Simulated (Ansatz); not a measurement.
Consider a periodic stack without vacuum, fcc Pd (1 1 1) on rutile SnO2 (1 0 1) (film strained to the substrate, started from cuts of the bulks and a machine-learned relaxation; slabs Sn10O16 and Pd16, which can lie off the formulas): substrate slab Sn10O16, film Pd16, surface cells [[0, 1], [-1, 0]] and [[-2, 2], [-1, -1]], film strained by -0.1 and +4.2 %, outermost planes Sn/Sn and Pd/Pd as cut, which need not be the usual terminations and can put a slab off its formula. Its start:

```yaml
crystal:
  lattice:
    - [5.81304, 0.00000, 0.01394]
    - [0.00000, 4.82742, -0.00988]
    - [2.47955, -2.46096, 21.91944]
  atoms:
    - { symbol: Sn, position: [0.09210, 0.97893, 0.04635] }
    - { symbol: Sn, position: [0.58380, 0.49322, 0.04569] }
    - { symbol: Sn, position: [0.36063, 0.06410, 0.17102] }
    - { symbol: Sn, position: [0.86067, 0.55627, 0.17024] }
    - { symbol: O, position: [0.86848, 0.70115, 0.08579] }
    - { symbol: O, position: [0.10466, 0.25420, 0.13098] }
    - { symbol: O, position: [0.37325, 0.82409, 0.08733] }
    - { symbol: O, position: [0.60375, 0.32313, 0.13128] }
    - { symbol: Sn, position: [0.61479, 0.12566, 0.29358] }
    - { symbol: Sn, position: [0.11390, 0.62573, 0.29369] }
    - { symbol: O, position: [0.12506, 0.78520, 0.20961] }
    - { symbol: O, position: [0.34926, 0.30922, 0.25560] }
    - { symbol: O, position: [0.62637, 0.87684, 0.20965] }
    - { symbol: O, position: [0.84920, 0.40216, 0.25524] }
    - { symbol: Sn, position: [0.86818, 0.18446, 0.41670] }
    - { symbol: Sn, position: [0.36876, 0.69388, 0.41636] }
    - { symbol: O, position: [0.37975, 0.84852, 0.33171] }
    - { symbol: O, position: [0.60186, 0.37121, 0.37795] }
    - { symbol: O, position: [0.87974, 0.94276, 0.33184] }
    - { symbol: O, position: [0.10137, 0.46736, 0.37799] }
    - { symbol: Sn, position: [0.13881, 0.26192, 0.54195] }
    - { symbol: Sn, position: [0.63506, 0.73896, 0.54209] }
    - { symbol: O, position: [0.62786, 0.91962, 0.45610] }
    - { symbol: O, position: [0.85312, 0.41577, 0.50148] }
    - { symbol: O, position: [0.12819, 0.99853, 0.45594] }
    - { symbol: O, position: [0.35283, 0.54596, 0.50066] }
    - { symbol: Pd, position: [0.16801, 0.03179, 0.63888] }
    - { symbol: Pd, position: [0.66727, 0.05684, 0.63999] }
    - { symbol: Pd, position: [0.90705, 0.55124, 0.63907] }
    - { symbol: Pd, position: [0.40630, 0.53603, 0.63862] }
    - { symbol: Pd, position: [0.11315, 0.74463, 0.74313] }
    - { symbol: Pd, position: [0.61042, 0.74555, 0.74264] }
    - { symbol: Pd, position: [0.86953, 0.24701, 0.74265] }
    - { symbol: Pd, position: [0.36629, 0.24348, 0.74311] }
    - { symbol: Pd, position: [0.07354, 0.45430, 0.84407] }
    - { symbol: Pd, position: [0.57068, 0.45148, 0.84471] }
    - { symbol: Pd, position: [0.81555, 0.95752, 0.84398] }
    - { symbol: Pd, position: [0.31613, 0.95192, 0.84573] }
    - { symbol: Pd, position: [0.01216, 0.17474, 0.94859] }
    - { symbol: Pd, position: [0.51364, 0.15439, 0.95122] }
    - { symbol: Pd, position: [0.78063, 0.67041, 0.94518] }
    - { symbol: Pd, position: [0.27873, 0.65495, 0.94853] }
```

The start was prepared with a machine-learned potential, and the result is one local minimum, with the in-plane cell held and forces under 0.04 eV/Å; the film can end far from its bulk form.

Method: PBE (plane waves to 420 eV, PAW; Ansatz, a quantum-chemistry and plane-wave program). Spin–orbit coupling is left out; the runs are not spin-polarised. Its k-point mesh 5×6×1, Fermi–Dirac width 0.05 eV.

### Question
Predict the relaxed interface.

### Answer
- interface area = 28.1 Å²
- period = 21.98 Å
- heights between the nearest atoms of the two slabs at the two interfaces = 2.00 and 1.99 Å
- Pd–Sn contacts across the interfaces within 1.22 times the sum of covalent radii = 12, mean 2.71 Å
- estimate of the barrier = withheld, since the Fermi level falls at or inside a band of the host, which a slab this thin can't settle
